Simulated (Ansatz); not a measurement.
Terminations of the (0001) surface of hcp Ti, measured from the surface 'clean 1x1'. Atoms come from or go to: Ag: fcc Ag, Au: fcc Au, Co: hcp Co, ferromagnetic, Hf: hcp Hf, Os: hcp Os, Pd: fcc Pd, Pt: fcc Pt, Re: hcp Re, Ti: hcp Ti, W: bcc W, Zn: hcp Zn, Zr: hcp Zr. ΔE is the energy of forming the row's surface from that one (negative: more stable at these reservoirs); the vacuum level's shift is aligned on the shared bottom. No zero-point or thermal terms. These are constructed structures in small cells; real faces may alloy, dewet or reconstruct in larger ones, and not all known structures of the face are among them. Slabs of about 12 Å with all that they carry, Fermi-Dirac smearing of 0.1 eV. Bottom of the slabs: a bare face, its two planes held. Relaxed from the named starts with such symmetry as they have, on meshes of like density; energies extrapolated to zero smearing; no spin-orbit coupling, no U. Spin-polarised runs, if any, are marked in brackets, and their order is one that fits the cell; the others ran without spin. A dash marks a value that is undefined for that row (no clear gap, or no work function of a gapped slab) or was not read reliably on its mesh.

These are PBE (plane waves to 420 eV, PAW; Ansatz, a quantum-chemistry and plane-wave program) values and carry that method's errors.

| surface | atoms added per 1x1 | ΔE per 1x1 (eV) | shift of the vacuum level (eV) | work function (eV) |
|---|---|---|---|---|
| a pseudomorphic layer of Zn in the host's stacking | +1 Zn | -0.44 | -0.01 | 4.38 |
| (√3x√3)R30° surface alloy, Au on one Ti site of the top plane | +0.333 Au, -0.333 Ti | (withheld) | -0.20 | 4.18 |
| a pseudomorphic layer of Ag in the other hollow | +1 Ag | -0.50 | -0.59 | 3.80 |
| a pseudomorphic layer of Os in the host's stacking | +1 Os | 0.06 | 0.04 | 4.43 |
| a layer of Re in place of the second plane | +1 Re, -1 Ti | (withheld) | -0.24 | 4.16 |
| a pseudomorphic layer of Zr in the host's stacking | +1 Zr | (withheld) | 0.07 | 4.46 |
| a layer of Pt in place of the third plane | +1 Pt, -1 Ti | -1.24 | 0.02 | 4.42 |
| a layer of Co in place of the second plane (1 Ti–Ti bonds formed) [spin, 0.7 μB a cell] | +1 Co, -1 Ti | -0.17 | -0.22 | 4.04 |
| a pseudomorphic layer of Hf in the host's stacking | +1 Hf | 0.15 | 0.21 | 4.60 |
| one added row of Ti in 4 (1 Ti–Ti bonds formed) | +0.25 Ti | 0.14 | -0.74 | 3.65 |
| a layer of Pd in place of the second plane | +1 Pd, -1 Ti | -0.62 | -0.19 | 4.20 |
| a layer of W in place of the second plane | -1 Ti, +1 W | (withheld) | -0.14 | 4.25 |

**Question.** Fill in the missing entries.

**Answer.** 
- (√3x√3)R30° surface alloy, Au on one Ti site of the top plane, ΔE per 1x1 (eV): -0.45
- a layer of Re in place of the second plane, ΔE per 1x1 (eV): 0.09
- a pseudomorphic layer of Zr in the host's stacking, ΔE per 1x1 (eV): 0.10
- a layer of W in place of the second plane, ΔE per 1x1 (eV): 0.69
